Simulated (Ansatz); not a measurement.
Take TiAl (space group P4/mmm, No. 123; a = 2.796 Å, c = 4.038 Å; relaxed with 0.1 eV smearing) as the base.

Calculations: Ansatz (an electronic-structure program) PBEsol, no spin-orbit coupling.

For the base:

```
Property   Result
--------  -------
Pressure  0.0 GPa
```

One thing is altered: every lattice vector is stretched by 1.00 %; the atoms relax in the strained cell.

Question: Predict the new energy relative to the base and pressure.

Answer: The energy rises by 5.2 meV/atom; the pressure (mean of the normal stresses, compression positive) goes from zero to -3.4 GPa.

Stability against distortions was not tested. All final runs are without spin polarisation.
